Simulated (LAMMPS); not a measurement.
Pressure dependence of Al (fcc) at 560 K, from the crystal.

Model: classical MD, pair style eam/fs, file AlFe_mm.eam.fs (LAMMPS).

```csv
P (GPa),state,volume,coordination number
0,crystal; no diffusion seen in 30 ps,17.1119 ± 0.0002 Å³/atom,12.0 (counted to 3.54 Å)
2,crystal; no diffusion seen in 30 ps,16.6049 ± 0.0003 Å³/atom,12.0 (counted to 3.50 Å)
5,crystal; no diffusion seen in 30 ps,16.0079 ± 0.0005 Å³/atom,12.0 (counted to 3.42 Å)
```

Caution: the potential EAM-type AlFe_mm.eam.fs is made for dilute Fe in Al.

Caution (rows 2; 5): a run this short can hold a crystal over, or a liquid under, the potential's own melting point, which these runs don't give.

Estimate the isothermal bulk modulus at zero pressure. A parabola P(ln V) through the three points gives −dP/d ln V = 60 GPa at zero pressure.

States go by the mean squared displacement: a species diffuses where it passes 1.5 Å², still rises and gives D over 1e-6 cm²/s; a crystal has left its structure where atoms lie 0.35 Å off their sites on average or a cubic box changes its shape by 3 %, or the axial ratios of another lie 8 % off the starting cell's, which the potential's own relaxation can also do.

The ± values are statistical; the model's systematic error is not in them.
